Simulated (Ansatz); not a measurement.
A working Ansatz (an electronic-structure program) input for Sm₃OsO₇ (Cmcm, 22 atoms in the cell) (DFT, r2SCAN, plane waves, default PAW files made with PBE):

Ansatz 0.2 input:
```yaml
crystal:
  lattice:
    - [5.45938000, -3.74208500, 0.00000000]
    - [5.45938000, 3.74208500, 0.00000000]
    - [0.00000000, 0.00000000, 7.56390900]
  atoms:
    - { symbol: Sm, position: [0.00000000, 0.00000000, 0.00000000], spin: 5.0 }
    - { symbol: Sm, position: [0.00000000, 0.00000000, 0.50000000], spin: 5.0 }
    - { symbol: Sm, position: [0.92600000, 0.52620000, 0.25000000], spin: 5.0 }
    - { symbol: Sm, position: [0.07400000, 0.47380000, 0.75000000], spin: 5.0 }
    - { symbol: Sm, position: [0.52620000, 0.92600000, 0.75000000], spin: 5.0 }
    - { symbol: Sm, position: [0.47380000, 0.07400000, 0.25000000], spin: 5.0 }
    - { symbol: Os, position: [0.50000000, 0.50000000, 0.00000000] }
    - { symbol: Os, position: [0.50000000, 0.50000000, 0.50000000] }
    - { symbol: O, position: [0.81270000, 0.44210000, 0.96290000] }
    - { symbol: O, position: [0.18730000, 0.55790000, 0.46290000] }
    - { symbol: O, position: [0.44210000, 0.81270000, 0.03710000] }
    - { symbol: O, position: [0.55790000, 0.18730000, 0.53710000] }
    - { symbol: O, position: [0.18730000, 0.55790000, 0.03710000] }
    - { symbol: O, position: [0.81270000, 0.44210000, 0.53710000] }
    - { symbol: O, position: [0.55790000, 0.18730000, 0.96290000] }
    - { symbol: O, position: [0.44210000, 0.81270000, 0.46290000] }
    - { symbol: O, position: [0.58010000, 0.41990000, 0.25000000] }
    - { symbol: O, position: [0.41990000, 0.58010000, 0.75000000] }
    - { symbol: O, position: [0.10660000, 0.15700000, 0.25000000] }
    - { symbol: O, position: [0.89340000, 0.84300000, 0.75000000] }
    - { symbol: O, position: [0.15700000, 0.10660000, 0.75000000] }
    - { symbol: O, position: [0.84300000, 0.89340000, 0.25000000] }
basis:
  ecutwfc: 500.0
kpoints:
  mp_grid:
    grid: [2, 2, 2]
hamiltonian:
  xc: r2scan
  pseudopotentials:
    kind: paw
magnetization:
  spin_polarized: true
scf:
  occupations:
    method: cold
    width: 0.136
output:
  forces: true
  eigenvalues: true
  stress: true
```

The run converged in 64 iterations: free energy E − TS (on the zero of these files) -80329.6471 eV; pressure -6.81 GPa; largest force (vector length) 0.519 eV/Å; size of the cell's spin moment 36.00 μB. Each of these slips is then made, one at a time:

(1)
```diff
+  max_iter: 3
```

(2)
```diff
+    - { symbol: O, position: [0.19370100, 0.55984100, 0.03549400] }
```

(3)
no starting moments

Task: What happens in each case?

Result: 
(1) An iteration limit that is too low. The run ended unconverged after 3 iterations.
```
did not converge after 3 iterations: dr2 = 7.36e2 (threshold 1.00e-7), under the density mixer `broyden`, which `scf.mixing.algorithm: auto` chose by the deck's other keys (type `scf.mixing.algorithm: broyden` to keep it); raise `scf.max_iter`, which need not help a stalled SCF, or adjust the mixing (`scf.mixing`) or, under a smearing, its width (` [...]
```

(2) One atom entered twice. The run converged in 93 iterations without an error; against the sound input the pressure goes from -6.81 to 1797 GPa, the largest force goes from 0.519 to 207300 eV/Å and the size of the net moment goes from 1.64 to 1.48 μB/atom.

(3) A spin-polarised run without starting moments. The run converged in 52 iterations, and against the sound input the free energy hardly moves (within 1 meV/atom), the pressure stays at -6.81 GPa, the largest force stays at 0.519 eV/Å and the size of the net moment stays at 1.64 μB/atom.

The starting cell comes from a database of published, mostly measured structures (it also holds non-ambient and calculated ones), without a prior relaxation at this level. Its lattice was rescaled by a random factor within 2.5 % of one. The magnetic order is the one reached from the typed start; others were not searched systematically. With U or open f shells several self-consistent states can exist. The f electrons are in the valence without U or exact exchange, which can misplace them near the Fermi level. Spin-orbit terms, which matter for f shells, are left out. The program warned that, by what it read of turns of the moments, another magnetic order lies lower. In the base run, with a pressure of about -7 GPa the cell is away from its equilibrium volume at this level. Ansatz's pressure includes its estimate of the finite-basis (Pulay) stress.

Left out of this page: 3 runs of the series with a known weakness of the program.
